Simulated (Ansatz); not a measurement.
Band structure of a sheet of ZrS2 (3 atoms in the cell).

```yaml
crystal:
  lattice:
    - [3.71054, 0.00000, 0.00000]
    - [-1.85527, 3.21342, 0.00000]
    - [0.00000, 0.00000, 16.94733]
  atoms:
    - { symbol: Zr, position: [0.00000, 0.00000, 0.50000] }
    - { symbol: S, position: [0.33333, 0.66667, 0.58696] }
    - { symbol: S, position: [0.66667, 0.33333, 0.41304] }
```

Computed with PBE (plane waves, PAW; Ansatz, an electronic-structure program).

Settings: basis.ecutwfc = 420 eV; kpoints.mp_grid.grid = 8 8 1; hamiltonian.xc = pbe; hamiltonian.pseudopotentials = {kind: paw} (the program's default PAW files); scf.occupations.method = gaussian; scf.occupations.width = 0.272 eV; kpoints.band_path.path = [[0.0, 0.0, 0.0], [0.5, 0.0, 0.0], [0.33333333, 0.33333333, 0.0], [0.0, 0.0, 0.0]]; kpoints.band_path.npoints = 10.

The starting cell was generated: these elements placed on a structure prototype, without a prior relaxation; it need not be a known phase or ordering of this composition. Its lattice was rescaled in the plane by a random factor within 2.5 % of one.

### Question
Predict the gap along the standard path and the places of the band edges.

### Answer
The gap along the path is 1.16 eV, from Γ to M; the smallest direct gap on it is 1.68 eV.

Levels in eV from the top of the valence band on the path, bands 9 to 15:
| point | 9 | 10 | 11 | 12 | 13 | 14 | 15 |
|---|---|---|---|---|---|---|---|
| Γ | -2.48 | -0.77 | 0.00 | 0.00 | 1.68 | 1.68 | 2.53 |
| M | -2.28 | -2.12 | -1.10 | -0.90 | 1.16 | 3.28 | 3.57 |
| K | -2.97 | -1.73 | -1.73 | -1.50 | 2.37 | 3.07 | 3.07 |

Keys are those of Ansatz 0.2.
